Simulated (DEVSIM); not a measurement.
Device: illuminated Si p-on-n cell, one wavelength, with a back-surface field, at 350 K.

```tsv
layer (left to right)	material	thickness (μm)	Nd (cm⁻³)	Na (cm⁻³)	τn (s)	τp (s)	absorption coefficient (cm⁻¹)
1	Si	0.120	-	1.4e19	2.4e-7	7.2e-7	1800
2	Si	83.0	1.3e15	-	7.5e-7	7.5e-7	1800
3	Si	0.510	2.1e18	-	7.5e-7	7.5e-7	1800
```

Left contact: ohmic, minority electron recombination velocity 3e6 cm/s. Right contact: ohmic, minority hole recombination velocity 20 cm/s. Voltage is applied to the left contact. Recombination: SRH at mid-gap, radiative, Auger. Gap narrowing is on: ΔEg = 6.92 meV × (l + √(l² + 0.5)), l = ln(N/1.3e17 cm⁻³), shared equally by both band edges. Light enters at the left, 4.9e17 photons cm⁻² s⁻¹, one pass, no reflection. Mobility is constant in doping.

This is a model device: material constants are rounded textbook-type values typed into the input, and sizes, dopings and lifetimes were drawn at random. Values at 300 K; Nc and Nv go as T^1.5, mobilities as T to minus their exponent, the gap by Varshni's rule with the affinity fixed.

```csv
parameter,Si
gap (eV),1.124
affinity (eV),4.05
permittivity,11.7
Nc (cm⁻³),2.86e19
Nv (cm⁻³),3.1e19
μn (cm²/Vs),1417
μp (cm²/Vs),470
T exponent of μn,2.3
T exponent of μp,2.2
B (cm³/s),4.7e-15
Cn (cm⁶/s),2.8e-31
Cp (cm⁶/s),9.9e-32
Varshni α (eV/K),0.000473
Varshni β (K),636
```

DEVSIM, 1D drift-diffusion, Boltzmann statistics, complete ionisation; no tunnelling, impact ionisation, image-force lowering or self-heating.

Task: Give the dark forward current.

Result: 
| V (V) | J (A/cm²) |
|---|---|
| 0.05 | 1.0e-6 |
| 0.10 | 4.5e-6 |
| 0.15 | 1.8e-5 |
| 0.20 | 8.0e-5 |
| 0.25 | 0.00038 |
| 0.30 | 0.0019 |
| 0.35 | 0.0094 |
| 0.40 | 0.045 |
| 0.45 | 0.19 |
| 0.50 | 0.61 |
| 0.55 | 1.6 |
| 0.60 | 3.7 |
| 0.65 | 8.5 |
| 0.70 | 19 |
| 0.75 | 41 |
| 0.80 | 85 |
| 0.85 | 170 |
| 0.90 | 320 |
| 0.95 | 590 |
| 1.00 | 1000 |
| 1.05 | 1600 |
| 1.10 | 2400 |
